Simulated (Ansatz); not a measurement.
AlB2-type HfB₂, treated with PBE-D3(BJ) (Ansatz, a first-principles code, plane waves, PAW).

Numerical settings: plane-wave cutoff 520 eV, 24×24×18 k mesh (along the axes of the cell as run), Fermi–Dirac smearing 0.09 eV (set by the program), scalar-relativistic PAW data made under PBE.

Computed at the level's own relaxed cell.

Elastic tensor (GPa, Voigt notation, ions relaxed):

```
  624.7    63.4   126.4     0.0     0.0     0.0
   63.4   624.7   126.4     0.0     0.0     0.0
  126.4   126.4   466.4     0.0     0.0     0.0
    0.0     0.0     0.0   278.3     0.0     0.0
    0.0     0.0     0.0     0.0   278.3     0.0
    0.0     0.0     0.0     0.0     0.0   280.7
```

### Question
Work out the Voigt, Reuss and Hill averages of the bulk and shear moduli, Young's modulus and Poisson's ratio from the printed constants.

### Answer
K_V = [C11 + C22 + C33 + 2(C12 + C13 + C23)]/9 = [1715.8 + 2 × 316.2]/9 = 260.9 GPa. G_V = [1715.8 − 316.2 + 3 × 837.3]/15 = 260.8 GPa. From the compliances S = C⁻¹, K_R = 259.1 and G_R = 253.4 GPa. Hill means: K = 260.0, G = 257.1 GPa. E = 9KG/(3K + G) = 580 GPa, ν = (3K − 2G)/(6K + 2G) = 0.13, K/G = 1.01.

Note: the dispersion coefficients are held fixed in the derivatives.

Spin–orbit coupling is not included.

Static lattice: no zero-point or thermal effects.
